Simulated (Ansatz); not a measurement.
**MoP: response to strain**

Base system: MoP (space group P-6m2, No. 187; relaxed with 0.1 eV smearing).

```yaml
crystal:
  lattice:
    - [3.20755, 0.00000, 0.00000]
    - [-1.60378, 2.77782, 0.00000]
    - [0.00000, 0.00000, 3.17271]
  atoms:
    - { symbol: Mo, position: [0.00000, 0.00000, 0.00000] }
    - { symbol: P, position: [0.66667, 0.33333, 0.50000] }
```

Cartesian axes are those of the cell as printed.

Strains are applied to the cell and any free atomic positions relax; under biaxial strain the out-of-plane vector relaxes too.

Level of theory: PBEsol (Ansatz, an electronic-structure program; PAW; 420 eV plane waves; no spin-orbit coupling).

```json
[
 {"biaxial strain, plane normal [001], relaxed out of plane (%)": "0", "out-of-plane strain (%)": "0.00"},
 {"biaxial strain, plane normal [001], relaxed out of plane (%)": "0.29", "out-of-plane strain (%)": "-0.19"},
 {"biaxial strain, plane normal [001], relaxed out of plane (%)": "1.38", "out-of-plane strain (%)": "?"},
 {"biaxial strain, plane normal [001], relaxed out of plane (%)": "2.05", "out-of-plane strain (%)": "-1.29"},
 {"biaxial strain, plane normal [001], relaxed out of plane (%)": "2.13", "out-of-plane strain (%)": "-1.34"}
]
```

Question: Fit ε⊥ = −νε + γε² (strains in %) to the rows shown and predict the withheld row.

Answer: Least squares on the printed values gives ν = 0.66 (the biaxial Poisson response) and γ = 0.014 (largest residual 0.00 %); this predicts -0.88 %, and the run gives -0.88 %, in agreement.

No phonon test of stability was made. The final runs are not spin-polarised. An odd electron count without spin: MoP.
